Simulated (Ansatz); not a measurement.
Take Ru in the hcp (Mg type) structure (space group P6_3/mmc, No. 194; relaxed with 0.1 eV smearing) as the base.

```
Ru
1.0
    2.72191     0.00000     0.00000
   -1.36096     2.35725     0.00000
    0.00000     0.00000     4.29398
Ru
2
Direct
  0.66667   0.33333   0.75000
  0.33333   0.66667   0.25000
```

Cartesian axes are those of the cell as printed.

All numbers come from Kohn–Sham DFT with the PBE functional, run in Ansatz (a quantum-chemistry and plane-wave program) with PAW and 420 eV plane waves, spin-orbit coupling left out.

Base values:

| Property | Value |
|---|---|
| Shortest interatomic distance | 2.661 Å |
| Pressure | 0.0 GPa |

One thing is altered: uniaxial strain ε_zz = +1.50 %, all other strain components held at zero, atoms relaxed at fixed cell.

### Question
Predict the new shortest interatomic distance.

### Answer
The shortest interatomic distance grows by 0.026 Å to 2.687 Å.

### Question
Predict the new energy relative to the base.

### Answer
The energy goes up by 5.9 meV/atom.

### Question
How does this affect the pressure?

### Answer
The pressure (mean of the normal stresses, compression positive) goes from zero to -4.6 GPa.

No phonon test of stability was made. The final runs are not spin-polarised.
